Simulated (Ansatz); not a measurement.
The parent structure is TlBr in the CsCl type structure (space group Pm-3m, No. 221; a = 3.840 Å). Axes: x, y, z lie along the cube axes.

Method: LDA/PAW in Ansatz (an electronic-structure program), no spin-orbit coupling.

For the base:

| Item | Value |
|---|---|
| Valley order | X along ⟨100⟩ 1.37 eV; R along ⟨111⟩ 1.49 eV |
| Electron mass | 0.12 mₑ along k, 0.19 mₑ across (at X) |

Now apply this change: biaxial strain −0.42 %, plane normal [111], relaxed out of plane (Cartesian); in-plane vectors clamped, the third vector and the atoms free.

What happens to the valley order?

The valley order (the lowest conduction-band minima on the path, energy above the VBM, named in the base's zone) changes from X along ⟨100⟩ 1.37 eV; R along ⟨111⟩ 1.49 eV to X along [010] 1.35 eV; R along [111] 1.43 eV.

What does the calculation give for the electron mass after the change?

The electron mass changes from 0.12 mₑ along k, 0.19 mₑ across (at X) to 0.11 mₑ along k, 0.18 mₑ across (at X).

With Tl present, leaving out spin-orbit coupling can change the band edges. The levels and masses belong to the bands next to the band gap. Effective masses come from finite differences of ±0.01 Å⁻¹. Along k means along the line from Γ to the band edge. Stability against distortions was not tested.
